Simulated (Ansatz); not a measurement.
Ansatz (an electronic-structure program) run on CaAu5 (F-43m, 6 atoms in the cell): self-consistent single point.

Computed with LDA (PW92), harder PAW files (source: ansatz) made with PBE (plane waves; Ansatz).

```xyz
6
Lattice="0.0000 3.8998 3.8998 3.8998 0.0000 3.8998 3.8998 3.8998 0.0000" Properties=species:S:1:pos:R:3 pbc="T T T"
Ca     0.0000     0.0000     0.0000
Au     4.8731     4.8731     2.9266
Au     4.8731     2.9266     4.8731
Au     2.9266     2.9266     2.9266
Au     2.9266     4.8731     4.8731
Au     5.8498     5.8498     5.8498
```

Reference input (self-consistent single point, DFT, LDA (PW92), plane waves, harder PAW files (source: ansatz) made with PBE): basis.ecutwfc = 45.2 Ry; kpoints.mp_grid.grid = 10 10 10; hamiltonian.xc = lda; hamiltonian.pseudopotentials = {kind: paw, source: ansatz}; scf.occupations.method = fermi_dirac; scf.occupations.width = 0.0073 Ry. This run's input differs from it in these lines:

Ansatz 0.2 input:
```diff
@@ -21,3 +21,3 @@
 scf:
-  occupations: { method: fermi_dirac, width: 0.0073 Ry }
+  occupations: { method: fermi_dirac, width: 0.0037 Ry }
 output:
```

Output, abridged:

```
SCF iter   1: F=—  HF=-66261.872430 eV  |F-HF|=—  |Δ(HF+E_count)|=         —  Δρ=2.61e-1  dr2=1.79e2  ethr=3.10e-3  ⟨swp⟩=10.8  Hψ=14478  notcnv=0  defer=12
all-band conjugate gradients solve this SCF's bands
preconditioner: auto → Kerker (q_TF=auto, 2.673 Å⁻¹)
SCF iter   2: F=—  HF=-66248.570425 eV  |F-HF|=—  |Δ(HF+E_count)|=    1.33e1  Δρ=7.39e-2  dr2=6.78e0  ethr=3.10e-3  ⟨swp⟩=4.0  Hψ=5851  notcnv=0  defer=67
   [... lines left out ...]
SCF iter   9: F=—  HF=-66247.480702 eV  |F-HF|=—  |Δ(HF+E_count)|=   1.81e-4  Δρ=1.99e-4  dr2=1.21e-4  ethr=5.88e-7  ⟨swp⟩=2.0  Hψ=4152  notcnv=0  defer=123
SCF iter  10: F=—  HF=-66247.480668 eV  |F-HF|=—  |Δ(HF+E_count)|=   3.44e-5  Δρ=1.76e-5  dr2=7.32e-7  ethr=1.15e-7  ⟨swp⟩=2.0  Hψ=4390  notcnv=0  defer=123
SCF iter  11: F=—  HF=-66247.479959 eV  |F-HF|=—  |Δ(HF+E_count)|=   7.08e-4  Δρ=4.37e-6  dr2=3.86e-8  ethr=9.52e-11  ⟨swp⟩=12.1  Hψ=14250  notcnv=0
SCF iter  12: F=-66247.479959 eV  HF=-66247.479959 eV  |F-HF|=1.22e-9  |Δ(HF+E_count)|=   8.88e-9  Δρ=1.18e-6  dr2=1.93e-9  ethr=3.67e-11  ⟨swp⟩=2.2  Hψ=9137  notcnv=0
SCF 1 converged in 12 iterations: F = -66247.479959 eV  dr2 = 1.93e-9
Free energy (F): -66247.479959 eV
Internal energy: -66247.464736 eV  (E = F + TS)
E sigma→0 (E₀):  -66247.472348 eV
Entropy (-TS):   -0.015223 eV (-2.537 meV/atom)
Fermi energy:    16.359248 eV
--- Forces (eV/Å), atoms counted from 1 ---
  atom   1  Ca     0.00000000     0.00000000     0.00000000
  atom   2  Au    -0.03333627    -0.03333627     0.03333627
  atom   3  Au    -0.03333627     0.03333627    -0.03333627
  atom   4  Au     0.03333627     0.03333627     0.03333627
  atom   5  Au     0.03333627    -0.03333627    -0.03333627
  atom   6  Au    -0.00000000     0.00000000    -0.00000000
--- Stress (GPa, compression-positive) ---
       -7.097057       0.000000       0.000000
        0.000000      -7.097057      -0.000000
       -0.000000      -0.000000      -7.097057
  P = ⅓ Tr σ = -7.0971 GPa (-70.971 kbar)
  The stress holds the Pulay correction. Without it, at fixed plane waves, as pw.x and ABINIT print it: P = -7.1205 GPa
```

The run converged in 12 iterations. Against the reference run the free energy goes up by 3.8 meV/atom, the pressure moves little (-7.08 to -7.10 GPa) and the largest force moves little (0.059 to 0.058 eV/Å).

The starting cell comes from a database of computed structures (which also holds hypothetical and non-ambient phases and stackings), without a prior relaxation at this level. With a pressure of about -7 GPa the cell is away from its equilibrium volume at this level. Ansatz's pressure includes its estimate of the finite-basis (Pulay) stress. The cutoff lies below the one recommended for these files.

Cost on one core of a shared machine: roughly 70 s.
